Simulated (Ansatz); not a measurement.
Base system: Be3P2 (space group P-3m1, No. 164; a = 3.468 Å, c = 5.697 Å; a hypothetical phase, not in the database extracts checked).

Levels (all Ansatz, a quantum-chemistry and plane-wave program, PAW): PBEsol (420 eV, spin-orbit coupling left out); r2SCAN (500 eV, spin-orbit coupling left out).

The geometry is relaxed with PBEsol.

| Item | Value |
|---|---|
| PBEsol pressure | 0.0 GPa |

Problem. How does going to r2SCAN change the pressure?

Solution. The pressure goes from zero to 2.4 GPa.

Single points use the geometry relaxed with PBEsol. Their cutoffs differ, which shifts pressures a little. Whether these cells are dynamically stable was not tested. All final runs are without spin polarisation.
